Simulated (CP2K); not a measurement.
Band structure of MgH2 (P4_2/mnm, 6 atoms in the cell).

```xyz
6
Lattice="4.4588 0.0000 0.0000 0.0000 4.4588 0.0000 0.0000 0.0000 2.9806" Properties=species:S:1:pos:R:3 pbc="T T T"
Mg     2.2294     2.2294     1.4903
Mg     0.0000     0.0000     0.0000
H      3.1014     3.1014     0.0000
H      1.3574     1.3574     0.0000
H      3.5868     0.8720     1.4903
H      0.8720     3.5868     1.4903
```

Computed with PBE, GPW, DZVP-MOLOPT-SR-GTH basis, GTH-PBE potentials (GTH_POTENTIALS) run with CP2K.

Settings: CUTOFF = 1000 Ry; REL_CUTOFF = 40 Ry; SMEAR/METHOD = FERMI_DIRAC; ELECTRONIC_TEMPERATURE = 116.05 K; KPOINTS/SCHEME = MONKHORST-PACK 8 8 11; GAMMA_CENTERED = T; XC_FUNCTIONAL = PBE; Mg/BASIS_SET = DZVP-MOLOPT-SR-GTH-q10; Mg/POTENTIAL = GTH-PBE-q10; H/BASIS_SET = DZVP-MOLOPT-SR-GTH-q1; H/POTENTIAL = GTH-PBE-q1; METHOD = GPW; EPS_DEFAULT = 1e-10; EXTRAPOLATION = USE_GUESS.

The starting cell comes from a database of computed structures (which also holds hypothetical and non-ambient phases and stackings), without a prior relaxation at this level. Its lattice was rescaled by a random factor within 2.5 % of one. Values carry the incompleteness of an atom-centred basis.

Problem. Predict the gap along the standard path and the places of the band edges.

Solution. The gap along the path is 3.22 eV, from a point between Γ and X to a point between A and Z|X; the smallest direct gap on it is 4.23 eV.

Levels in eV from the top of the valence band on the SCF mesh, bands 9 to 13:
| point | 9 | 10 | 11 | 12 | 13 |
|---|---|---|---|---|---|
| Γ | -7.33 | -2.12 | -2.12 | -0.53 | 5.91 |
| X | -5.65 | -5.65 | -0.83 | -0.83 | 5.56 |
| M | -4.46 | -4.46 | -3.51 | -3.51 | 10.07 |
| Z | -3.77 | -3.77 | -0.03 | -0.03 | 5.93 |
| R | -3.01 | -3.01 | -1.39 | -1.39 | 6.54 |
| A | -2.53 | -2.53 | -1.14 | -1.14 | 3.25 |

Higher empty bands are left out: an atom-centred basis made for the valence describes them poorly.
